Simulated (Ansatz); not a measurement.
NaF (Fm-3m), PBEsol, rigid bands (Ansatz, an electronic-structure program): N_v = 1.18e21 cm⁻³ at 300 K and a hole conductivity mass of 6.70 mₑ.

Task: For 1e16 holes per cm³ at 300 K, place the Fermi level, estimate the Seebeck coefficient of a parabolic band with constant τ, and give mobility and conductivity for τ = 50 fs.

Result: The level lies k_BT ln(N_v/p) = 0.302 eV above the valence-band maximum. S ≈ +(k_B/e)[ln(N_v/p) + 5/2] = 1222 μV/K, against 1218 μV/K from the full bands (mean over directions). μ = eτ/m = 13.1 cm²/(V·s) and σ = peμ = 0.0210 S/cm. τ is assumed, not computed.

Band transport and this doping are assumed; polarons and phonon drag are left out. Spin-orbit coupling is left out.
